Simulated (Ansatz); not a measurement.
Reference: BN (P6_3mc), r2SCAN, rigid bands (plane waves, PAW, scalar-relativistic; Ansatz, a quantum-chemistry and plane-wave program); axes and stresses refer to this cell.

```xyz
4
Lattice="2.5410 0.0000 0.0000 -1.2705 2.2006 0.0000 0.0000 0.0000 4.2033" Properties=species:S:1:pos:R:3 pbc="T T T"
B      0.0000     1.4671     0.0011
B      1.2705     0.7335     2.1028
N      0.0000     1.4671     1.5751
N      1.2705     0.7335     3.6768
```

* **electron mass along x**: 0.50 mₑ
* **hole mass along x**: 0.81 mₑ
* **electron mass along z**: 0.30 mₑ

Q: Change: biaxial stress in the c plane of 18 GPa (compression positive). What happens to electron mass along x, hole mass along x, electron mass along z?

A: electron mass along x moves little, to 0.49 mₑ; hole mass along x drops to 0.78 mₑ; electron mass along z moves little, to 0.30 mₑ.

Q: Change: uniaxial stress along c of -9 GPa (compression positive). What happens to electron mass along x, hole mass along x, electron mass along z?

A: electron mass along x moves little, to 0.50 mₑ; hole mass along x moves little, to 0.80 mₑ; electron mass along z moves little, to 0.30 mₑ.

Masses are for dilute carriers at 300 K, harmonic means over directions unless an axis is named. Spin-orbit coupling is left out unless a row names it. Stresses and pressures are the targets of the relaxation.  The structure type is held under load, also where the real crystal would transform.
